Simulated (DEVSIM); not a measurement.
Structure: Schottky contact on n-type ZnO, at 350 K.

Layer 1 from the left is ZnO, thickness (μm) 14.0, Nd (cm⁻³) 1.7e17, τn (s) 4.9e-10, τp (s) 4.9e-10.

Left contact: Schottky, work function 5.61 eV, emission velocity 4.9e6 cm/s. Right contact: ohmic. Voltage is applied to the left contact. Recombination: SRH at mid-gap. Mobility is constant in doping.

This is a model device: material constants are rounded textbook-type values typed into the input, and sizes, dopings and lifetimes were drawn at random. Values at 300 K; Nc and Nv go as T^1.5, mobilities as T to minus their exponent, the gap by Varshni's rule with the affinity fixed.

ZnO: gap (eV) 3.37, affinity (eV) 4.5, permittivity 8.7, Nc (cm⁻³) 3.7e18, Nv (cm⁻³) 1.8e19, μn (cm²/Vs) 200, μp (cm²/Vs) 20, T exponent of μn 1.5, T exponent of μp 1.5, Varshni α (eV/K) 0.00055, Varshni β (K) 900.

DEVSIM, 1D drift-diffusion, Boltzmann statistics, complete ionisation; no tunnelling, impact ionisation, image-force lowering or self-heating. Metal contacts follow the ideal Schottky-Mott rule: no Fermi-level pinning, no interface dipoles.

Dark forward current:

```
|V| (V)  |J| (A/cm²)
-------  -----------
0.05        1.439e-9
0.10        8.964e-9
0.15        4.831e-8
0.20        2.540e-7
0.25        1.329e-6
0.30        6.942e-6
0.35        3.624e-5
0.40       0.0001891
0.45       0.0009857
0.50        0.005133
0.55         0.02669
0.60          0.1384
0.65          0.7122
0.70           3.564
0.75           16.03
0.80           54.45
0.85           127.6
0.90           226.9
0.95           341.9
1.00           466.4
1.05           596.9
1.10           731.6
1.15           869.3
1.20            1009
1.25            1151
1.30            1294
```

Work out the local ideality factor n = ΔV / (kT/q · ln(J2/J1)) between the rows 0.15 and 0.20 V, 1.25 and 1.30 V.

kT/q = 30.16 mV. From 0.15 to 0.20 V: ln(2.540e-7/4.831e-8) = 1.660, n = 1.00, near the 1 of diffusion or emission over a barrier. From 1.25 to 1.30 V: ln(1294/1151) = 0.117, n = 14.16; the layers' resistance at their doping, Σ W/(qμN) = 0.00032 Ω cm², would take 46 mV of this step of 50 mV.

Estimate the current at 0.40 V for emission alone, J0 = q v N_band exp(−φB/kT), and read the barrier back from the simulated current.

φB = 1.110 eV, N_band = 4.66e18 cm⁻³, J0 = 3.80e-10 A/cm²; J = J0 (exp(qV/kT) − 1) = 0.000219 A/cm². The simulation gives 0.000189 A/cm²; the estimate lies 16 % above. Read backwards, the simulated current gives an apparent barrier of 1.114 eV. The estimate leaves out transport through the depletion region and minority injection.
